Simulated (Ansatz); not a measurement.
Defect: Al vacancy in corundum, charge state -3. Computed with PBE, PAW (plane waves to 420 eV; Ansatz, a program for electronic structure).

Cell of 270 host sites held at the relaxed PBE lattice; the Γ point alone; Fermi-Dirac width 0.01 eV, spin-restricted; finite-size errors left in. Energies are static. The charge state is imposed; whether it is stable for some Fermi level was not computed. Forms of the defect that were not tried may lie lower.

Barriers: single points on a 2×2×2 k-point mesh shifted by half a step along c at the bands' geometries.

Relaxed starting cell (atoms counted from 1):

```xyz
269
Lattice="14.4263 0.0000 0.0000 -7.2131 12.4935 0.0000 0.0000 0.0000 13.1251" Properties=species:S:1:pos:R:3 pbc="T T T"
Al    -2.3645     4.1502     4.6365
Al    -4.8104     8.3685     4.6107
Al     4.7696    -0.0237     4.6364
Al     2.3708     4.1512     4.6107
Al    -0.0024     8.3329     4.6254
Al     9.6455    -0.0146     4.6108
Al     7.2108     4.1683     4.6206
Al     4.8009     8.3784     4.6364
Al     2.4071     1.3897     2.4093
Al     0.0047     5.5315     2.4606
Al    -2.4319     9.7274     2.4605
Al     7.2119     1.3883     2.4395
Al     4.8026     5.5574     2.4395
Al     2.4200     9.7396     2.4605
Al    12.0189     1.3974     2.4095
Al     9.6179     5.5594     2.4395
Al     7.2062     9.7178     2.4094
Al    -0.0018     2.5751     4.1465
Al    -2.4123     6.9410     4.1352
Al    -4.9892    11.2112     4.1467
Al     4.8021     2.7716     4.1287
Al     2.4078     6.9417     4.1351
Al    -0.0027    11.1158     4.1351
Al     9.6247     2.7808     4.1287
Al     7.2054     6.9526     4.1287
Al     4.9835    11.2121     4.1469
Al     2.3616     1.3606     6.2747
Al     0.0006     5.5674     6.3189
Al    -2.3989     9.7130     6.3191
Al     7.2147     1.3919     6.3058
Al     4.8042     5.5531     6.3058
Al     2.3911     9.7183     6.3190
Al    12.0669     1.3729     6.2745
Al     9.6133     5.5600     6.3058
Al     7.2036     9.7716     6.2748
O      3.3470     0.0050     3.2756
O      0.9333     4.1525     3.2859
O     -1.4762     8.3352     3.2879
O      8.1391     0.0014     3.2789
O      5.7401     4.1669     3.2796
O      3.3261     8.3258     3.2783
O     12.8632     0.0208     3.1430
O     10.5432     4.1758     3.2810
O      8.1379     8.3115     3.2621
O      0.7925     1.3469     3.1426
O     -1.6728     5.4537     3.2783
O     -4.0906     9.6127     3.2859
O      5.5509     1.2786     3.2810
O      3.1378     5.4479     3.2789
O      0.7365     9.6080     3.2880
O     10.3353     1.2937     3.2621
O      7.9448     5.4426     3.2796
O      5.5370     9.5959     3.2755
O      1.4809     2.7817     5.4675
O     -0.9361     6.9595     5.4789
O     -3.2689    11.0711     5.4924
O      6.2852     2.7838     5.4685
O      3.8761     6.9469     5.4714
O      1.4617    11.1131     5.4748
O     11.0698     2.7890     5.4733
O      8.6882     6.9470     5.4620
O      6.1712    10.9934     5.5231
O     -0.7405     4.1348     5.4924
O     -3.1421     8.2106     5.4748
O     -5.3933    12.3491     5.5231
O      4.0655     4.0585     5.4620
O      1.6538     8.2110     5.4789
O     -0.7413    12.3846     5.4714
O      8.8726     4.0591     5.4685
O      6.4756     8.2001     5.4734
O      4.0633    12.3932     5.4675
O     -0.7852     1.6563     5.5230
O     -3.1419     5.6669     5.4714
O     -5.5516     9.8238     5.4675
O      4.0866     1.5159     5.4734
O      1.6733     5.6749     5.4748
O     -0.7249     9.8282     5.4790
O      8.8784     1.4995     5.4620
O      6.4744     5.6621     5.4685
O      4.0024     9.7928     5.4923
O     -1.6784     2.9039     3.2756
O     -4.0709     7.0558     3.2789
O     -6.4501    11.1375     3.1428
O      3.1589     2.8997     3.2621
O      0.7324     7.0554     3.2880
O     -1.6605    11.2190     3.2782
O      7.9473     2.8954     3.2796
O      5.5380     7.0506     3.2810
O      3.1500    11.2334     3.2859
Al     2.4045     1.3846     8.9752
Al    -0.0039     5.5528     8.9974
Al    -2.4092     9.7240     8.9975
Al     7.2159     1.3920     8.9901
Al     4.8037     5.5519     8.9901
Al     2.4059     9.7215     8.9974
Al    12.0247     1.3979     8.9751
Al     9.6125     5.5610     8.9901
Al     7.2030     9.7226     8.9751
Al    -0.0416     2.7839     6.7798
Al    -2.4100     6.9433     6.8099
Al    -4.7884    11.1412     6.7798
Al     4.7906     2.7691     6.8025
Al     2.4048     6.9425     6.8098
Al    -0.0019    11.1127     6.8098
Al     9.6325     2.7721     6.8024
Al     7.2090     6.9637     6.8024
Al     4.8228    11.0736     6.7800
Al    -0.0024     0.0039     8.4563
Al    -2.4109     4.1747     8.5117
Al    -4.8166     8.3446     8.4972
Al     4.8140     0.0042     8.5118
Al     2.3944     4.1578     8.4972
Al    -0.0024     8.3328     8.5116
Al     9.6280     0.0026     8.4971
Al     7.2107     4.1683     8.4938
Al     4.8029     8.3260     8.5116
Al    -0.0048     2.7770    10.6916
Al    -2.4088     6.9468    10.6982
Al    -4.8127    11.1129    10.6915
Al     4.8047     2.7798    10.6910
Al     2.4011     6.9419    10.6982
Al     0.0004    11.1098    10.6983
Al     9.6162     2.7789    10.6911
Al     7.2112     6.9462    10.6909
Al     4.8103    11.1087    10.6913
O      0.9365     1.4039     7.6658
O     -1.4827     5.5773     7.6826
O     -3.8709     9.7228     7.6657
O      5.7486     1.3934     7.6599
O      3.3326     5.5523     7.6592
O      0.9261     9.7195     7.6642
O     10.5404     1.3936     7.6620
O      8.1375     5.5611     7.6537
O      5.7262     9.6953     7.7066
O      3.1428     2.6721     7.6620
O      0.7343     6.8354     7.6642
O     -1.6485    10.9926     7.6826
O      7.9535     2.6693     7.6537
O      5.5387     6.8220     7.6599
O      3.1356    10.9882     7.6657
O     12.7394     2.6905     7.7065
O     10.3483     6.8349     7.6592
O      7.9535    10.9841     7.6658
O      1.4725     0.0038     9.8420
O     -0.9366     4.1805     9.8584
O     -3.3355     8.3299     9.8465
O      6.2867     0.0068     9.8510
O      3.8776     4.1715     9.8462
O      1.4677     8.3336     9.8544
O     11.0819     0.0059     9.8451
O      8.6813     4.1695     9.8419
O      6.2775     8.3220     9.8530
O     -0.7398     1.2811     9.8421
O     -3.1495     5.4488     9.8509
O     -5.5464     9.6022     9.8452
O      4.0802     1.2833     9.8530
O      1.6665     5.4477     9.8465
O     -0.7381     9.6056     9.8544
O      8.8745     1.2801     9.8462
O      6.4744     5.4412     9.8419
O      4.0607     9.6000     9.8583
O      1.6704     2.8970     9.8453
O     -0.7368     7.0592     9.8544
O     -3.1313    11.2180     9.8584
O      6.4765     2.8942     9.8419
O      4.0687     7.0494     9.8509
O      1.6617    11.2208     9.8465
O     11.2745     2.8996     9.8529
O      8.8801     7.0533     9.8462
O      6.4732    11.2201     9.8420
O      3.1665     0.1193     7.7066
O      0.7281     4.2876     7.6657
O     -1.6675     8.4436     7.6642
O      7.9513     0.1179     7.6592
O      5.5411     4.2745     7.6537
O      3.1242     8.4286     7.6825
O     12.7420     0.1172     7.6658
O     10.3449     4.2895     7.6599
O      7.9489     8.4393     7.6621
Al     0.0001     2.7603     0.2609
Al    -2.4040     6.9452     0.2563
Al    -4.8296    11.1169     0.2608
Al     4.8045     2.7792     0.2461
Al     2.4000     6.9469     0.2563
Al    -0.0033    11.1064     0.2564
Al     9.6169     2.7790     0.2462
Al     7.2108     6.9468     0.2461
Al     4.8222    11.1212     0.2605
Al    -0.0024     0.0039    11.1633
Al    -2.4081     4.1673    11.1870
Al    -4.8146     8.3395    11.1837
Al     4.8062     0.0054    11.1871
Al     2.3979     4.1620    11.1837
Al    -0.0024     8.3328    11.1925
Al     9.6226     0.0034    11.1835
Al     7.2107     4.1683    11.1792
Al     4.8078     8.3322    11.1869
Al     2.3918     1.3826    12.8775
Al    -0.0029     5.5489    12.8924
Al    -2.4131     9.7251    12.8924
Al     7.2132     1.3907    12.8847
Al     4.8040     5.5551    12.8846
Al     2.4087     9.7244    12.8924
Al    12.0327     1.3878    12.8776
Al     9.6149     5.5592    12.8846
Al     7.2076     9.7346    12.8776
Al    -0.0025     0.0038     2.1480
Al    -2.4023     4.1632     1.9561
Al    -4.8156     8.3441     1.9457
Al     4.7999     0.0025     1.9559
Al     2.3944     4.1589     1.9456
Al    -0.0024     8.3328     1.9483
Al     9.6270     0.0020     1.9458
Al     7.2108     4.1684     1.9441
Al     4.8085     8.3392     1.9561
O     -1.4794     2.7869    12.0224
O     -3.8811     6.9484    12.0342
O     -6.2791    11.1080    12.0114
O      3.3448     2.7770    12.0215
O      0.9273     6.9435    12.0376
O     -1.4694    11.1102    12.0372
O      8.1398     2.7820    12.0297
O      5.7339     6.9354    12.0311
O      3.3295    11.1019    12.0237
O      0.7297     4.0628    12.0237
O     -1.6705     8.2224    12.0376
O     -4.0668    12.3849    12.0224
O      5.5456     4.0569    12.0297
O      3.1363     8.2147    12.0371
O      0.7381    12.3840    12.0341
O     10.3455     4.0636    12.0311
O      7.9387     8.2119    12.0215
O      5.5393    12.3810    12.0113
O      3.8938     1.3938     1.0860
O      1.4712     5.5608     1.0974
O     -0.9339     9.7193     1.0978
O      8.6756     1.3931     1.0902
O      6.2815     5.5541     1.0914
O      3.8704     9.7221     1.0923
O     13.4754     1.4005     1.0631
O     11.0891     5.5553     1.0938
O      8.6941     9.6757     1.0298
O      1.6995     2.6993     1.0297
O     -0.7374     6.8328     1.0978
O     -3.1419    10.9923     1.0922
O      6.4753     2.6708     1.0915
O      4.0703     6.8337     1.0938
O      1.6614    10.9951     1.0974
O     11.2721     2.6829     1.0859
O      8.8817     6.8245     1.0902
O      6.4752    10.9776     1.0630
O      1.6814     0.1269     1.0630
O     -0.7358     4.2841     1.0923
O     -3.1399     8.4426     1.0974
O      6.4728     0.1160     1.0938
O      4.0749     4.2874     1.0901
O      1.6641     8.4464     1.0978
O     11.2385     0.1300     1.0297
O      8.8754     4.2802     1.0915
O      6.4663     8.4282     1.0859
O      0.7325     1.5095    12.0114
O     -1.6741     5.6737    12.0372
O     -4.0665     9.8338    12.0237
O      5.5528     1.5058    12.0312
O      3.1358     5.6660    12.0341
O      0.7360     9.8327    12.0376
O     10.3486     1.5160    12.0214
O      7.9468     5.6660    12.0296
O      5.5389     9.8267    12.0224
```
Cell charge -3.

End state 1 differs by these moves (Å; atoms that move under 0.08 Å are left out):

```csv
atom,element,Δx,Δy,Δz
2,Al,0.00,0.17,-0.01
3,Al,-0.14,-0.08,-0.03
9,Al,0.00,-0.05,0.07
17,Al,0.04,0.03,0.07
18,Al,0.00,0.17,-0.01
20,Al,-2.05,1.18,0.46
26,Al,-0.14,-0.08,-0.03
27,Al,0.04,0.03,0.07
35,Al,0.00,-0.05,0.07
36,O,0.09,0.11,-0.05
42,O,0.02,0.02,0.12
45,O,-0.06,-0.06,0.14
47,O,0.06,-0.16,-0.06
56,O,0.02,0.02,0.12
62,O,0.09,0.11,-0.05
63,O,0.00,-0.08,-0.02
65,O,-0.18,0.12,0.09
72,O,0.06,-0.16,-0.06
74,O,-0.06,-0.06,0.14
82,O,0.00,-0.08,-0.02
83,O,-0.18,0.12,0.09
101,Al,-0.02,-0.03,-0.18
207,Al,-0.02,-0.03,-0.18
```

Problem. Predict the forward and backward barriers to end state 1 from PBE, PAW.

Solution. forward 1.39 eV, backward 1.39 eV; at the saddle point atom 20 has neighbours O at 1.66, O at 1.67, O at 1.86 Å. The saddle point's order was not checked.
